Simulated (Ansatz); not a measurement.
The starting structures come from a database of crystals and need not be the phases stable at ambient conditions.

By PBEsol, the system below comes out a metal.

Without scattering a metal conducts by its projected Fermi surface.

Consider the following.

```xyz
5
Lattice="4.8809 0.0000 0.0000 0.0000 6.9182 0.0000 0.0000 3.4591 1.9971" Properties=species:S:1:pos:R:3 pbc="T T T"
Al     0.0000     0.0000     0.0000
Al     1.7177     4.6121     0.0000
Al     3.1632     2.3061     0.0000
Ni     4.1655     4.6121     0.0000
Ni     0.7154     2.3061     0.0000
```

Space group of this cell: P-3m1. The cell is taken as given.

The current flows along the normal of the first two printed cell vectors, the (110) plane of the conventional cell. No spin-orbit coupling; the value is a mean over 0.1 eV about the Fermi level.

Problem. Compute, with PBEsol run with Ansatz (a first-principles code), the ballistic conductance per area.

Solution. 0.59 × 10¹⁵ S/m² for both spins.
